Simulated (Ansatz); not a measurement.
Ansatz (a quantum-chemistry and plane-wave program) run on the (111) slab of Sn2Ir (cut from a parent of space group no. 225; 9 atoms in the cell): self-consistent single point.

Level of theory: LDA (PW92), default PAW files made with PBE (plane waves; Ansatz).

```xyz
9
Lattice="4.5157 0.0000 0.0000 2.2578 3.9107 0.0000 0.0000 0.0000 23.2176" Properties=species:S:1:pos:R:3 pbc="T T T"
Ir     0.0000     0.0000     7.9217
Ir     2.2578     1.3036    11.6088
Ir     4.5157     2.6071    15.2958
Sn     2.2578     1.3036     8.8435
Sn     4.5157     2.6071     7.0000
Sn     4.5157     2.6071    12.5305
Sn     0.0000     0.0000    10.6870
Sn     0.0000     0.0000    16.2176
Sn     2.2578     1.3036    14.3741
```

Reference input (self-consistent single point, DFT, LDA (PW92), plane waves, default PAW files made with PBE): basis.ecutwfc = 420 eV; kpoints.mp_grid.grid = 6 6 1; hamiltonian.xc = lda; hamiltonian.pseudopotentials = {kind: paw} (the program's default PAW files); scf.occupations.method = gaussian; scf.occupations.width = 0.1 eV. This run's input differs from it in these lines:

Ansatz 0.2 input:
```diff
@@ -19,3 +19,3 @@
 kpoints:
-  mp_grid: { grid: [6, 6, 1] }
+  mp_grid: { grid: [10, 10, 1] }
 hamiltonian:
```

Output, abridged:

```
SCF iter   1: F=—  HF=-70267.763842 eV  |F-HF|=—  |Δ(HF+E_count)|=         —  Δρ=5.70e-3  dr2=9.47e-2  ethr=1.77e-3  ⟨swp⟩=9.1  Hψ=5171  notcnv=0  defer=7
all-band conjugate gradients solve this SCF's bands
preconditioner: auto → LDOS
SCF iter   2: F=—  HF=-70267.753225 eV  |F-HF|=—  |Δ(HF+E_count)|=   1.06e-2  Δρ=2.50e-3  dr2=2.19e-2  ethr=7.02e-5  ⟨swp⟩=2.0  Hψ=2169  notcnv=0  defer=113
   [... lines left out ...]
SCF iter   5: F=—  HF=-70267.742274 eV  |F-HF|=—  |Δ(HF+E_count)|=   2.53e-5  Δρ=4.07e-5  dr2=2.29e-5  ethr=1.13e-7  ⟨swp⟩=2.1  Hψ=1798  notcnv=0  defer=113
SCF iter   6: F=—  HF=-70267.742493 eV  |F-HF|=—  |Δ(HF+E_count)|=   2.19e-4  Δρ=8.98e-6  dr2=1.37e-6  ethr=1.69e-8  ⟨swp⟩=2.2  Hψ=1578  notcnv=0  defer=113
SCF iter   7: F=—  HF=-70267.742493 eV  |F-HF|=—  |Δ(HF+E_count)|=   5.59e-9  Δρ=3.55e-6  dr2=1.10e-7  ethr=1.02e-9  ⟨swp⟩=2.0  Hψ=1261  notcnv=0  defer=113
SCF iter   8: F=-70267.742493 eV  HF=-70267.742493 eV  |F-HF|=9.18e-9  |Δ(HF+E_count)|=   2.90e-8  Δρ=1.53e-6  dr2=1.24e-8  ethr=7.41e-11  ⟨swp⟩=16.0  Hψ=5636  notcnv=0
SCF 1 converged in 8 iterations: F = -70267.742493 eV  dr2 = 1.24e-8
Free energy (F): -70267.742493 eV
Internal energy: -70267.711770 eV  (E = F + TS)
E sigma→0 (E₀):  -70267.727131 eV
Entropy (-TS):   -0.030723 eV (-3.414 meV/atom)
Fermi energy:    4.186536 eV
--- Forces (eV/Å), atoms counted from 1 ---
  atom   1  Ir     0.00000000    -0.00000000     0.42979107
  atom   2  Ir     0.00000000    -0.00000000     0.00000000
  atom   3  Ir    -0.00000000     0.00000000    -0.42979107
  atom   4  Sn    -0.00000000    -0.00000000    -0.10973368
  atom   5  Sn     0.00000000    -0.00000000     0.29286006
  atom   6  Sn     0.00000000    -0.00000000     0.29840016
  atom   7  Sn    -0.00000000     0.00000000    -0.29840016
  atom   8  Sn    -0.00000000     0.00000000    -0.29286006
  atom   9  Sn     0.00000000     0.00000000     0.10973368
--- Stress (GPa, compression-positive) ---
       -4.335166       0.000000       0.000000
        0.000000      -4.335166      -0.000000
        0.000000      -0.000000      -1.840997
  P = ⅓ Tr σ = -3.5038 GPa (-35.038 kbar)
  The stress holds the Pulay correction. Without it, at fixed plane waves, as pw.x and ABINIT print it: P = -3.5336 GPa
```

The run converged in 8 iterations. Against the reference run the free energy goes up by 3.7 meV/atom and the largest force hardly changes (0.438 to 0.430 eV/Å).

The starting cell comes from a database of computed structures (which also holds hypothetical and non-ambient phases and stackings), without a prior relaxation at this level. The slab is cut from that crystal, and its faces are unrelaxed. Its lattice was rescaled by up to half a per cent. Spin-orbit coupling is off. Spin polarisation is off.

Cost on one core of a shared machine: roughly 30 s.
